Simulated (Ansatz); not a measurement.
**MgTe: band gap against strain**

MgTe (wurtzite, P6_3mc, 34.493 Å³/atom at rest, c along z) under a strain ε along c (axis z), the other axes held. PBE in Ansatz, a plane-wave DFT program (PAW, default set), 420 eV, 8×8×5 Γ-centred mesh, Fermi-Dirac smearing 0.05 eV; ions are relaxed within the symmetry of each cell. Gaps are the smallest over the k-mesh and a band path, without spin-orbit coupling; in all rows the valence edge lies at Γ and the conduction edge at Γ.

Here s stands for strain and Eg for gap.

| strain (%) | gap (eV) |
|---|---|
| -3.00 | ? |
| -1.80 | 2.386 |
| -1.20 | 2.382 |
| -0.60 | 2.376 |
| 0.00 | 2.370 |

**Question.** Fit Eg against s with a straight line, and predict the withheld value at s = -3.00.

**Answer.** Means: s -0.90000, Eg 2.3785. About the means, the sum of products is -0.016200 and the sum of squares of s is 1.8000; the slope is their ratio. Least squares gives Eg = 2.3704 - 0.00900·s. Residuals (row less fit): -0.0006, 0.0008, 0.0002, -0.0004; standard error 0.0008 (degrees of freedom: 2). Over these rows the gap moves by -0.90 ± 0.06 eV per unit strain. At the withheld row, Eg = 2.3704 - 0.00900 × (-3.0) = 2.3974 eV. The calculation gives 2.391 eV, 0.0064 eV below the prediction (30.5 % of the range of Eg in the table). The row lies outside the fitted rows, so this is an extrapolation. From the scatter of the fitted rows alone, a prediction at this place has a standard error of 0.0015 eV, so the miss is 4.3 times that.

One order more, fitted to all 6 runs of the series, follows each within 0.001, so the miss is the next term of a smooth law. Spin-orbit coupling is left out, which can shift this property for MgTe. Rows are the converged runs of the series near zero and its far end; series whose fitted rows scatter by over a few per cent of the range, as at a crossing or softening among them, aren't shown in this form. Most that stay on the fit to the last digits aren't either.
